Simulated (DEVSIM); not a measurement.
Device: W/SiO2/p-GaAs capacitor, at 300 K.

Layer 1 from the left is SiO2, thickness (nm) 5.70. Layer 2 from the left is GaAs, thickness (nm) 890, Na (cm⁻³) 1e17.

Metal gate on the left, work function 4.6 eV. Fixed charge at the semiconductor interface 2.2e10 cm⁻² (in units of +e); interface traps 4.2e10 cm⁻² eV⁻¹, uniform in energy, neutral level at 0.5 of the gap above the valence band.

The device is made up for the run: typed textbook-type constants, with dimensions and the other settings drawn at random. Values at 300 K.

SiO2: gap (eV) 9, affinity (eV) 0.9, permittivity 3.9. GaAs: gap (eV) 1.424, affinity (eV) 4.07, permittivity 12.9, Nc (cm⁻³) 4.7e17, Nv (cm⁻³) 9e18.

DEVSIM, 1D Poisson equation in equilibrium, Boltzmann statistics, complete ionisation; no quantum confinement or tunnelling. Metal contacts follow the ideal Schottky-Mott rule: no Fermi-level pinning, no interface dipoles.

Question: What does the simulation give for the minimum of the low-frequency capacitance, the flat-band voltage?

Answer: minimum of the low-frequency capacitance 0.0865 μF/cm²; flat-band voltage -0.79 V.
